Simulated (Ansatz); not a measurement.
Base system: Sc in the hcp (Mg type) structure (space group P6_3/mmc, No. 194; a = 3.277 Å, c = 5.085 Å).

It is then changed as follows: every Sc is replaced by Hf, then cell and atoms are relaxed.

Levels (all Ansatz, a first-principles code, PAW): PBEsol (420 eV, without spin-orbit coupling); PBEsol+SOC (420 eV, noncollinear with spin-orbit coupling).

The geometry is relaxed with PBEsol.

```
Property           Value
---------------  -------
PBEsol pressure  0.0 GPa
```

### Question
How does going to PBEsol+SOC change the pressure?

### Answer
The pressure goes from zero to -0.3 GPa.

Single points use the geometry relaxed with PBEsol. Differences between runs with and without spin-orbit coupling are approximate. Stability against distortions was not tested. The runs without spin-orbit coupling are not spin-polarised.
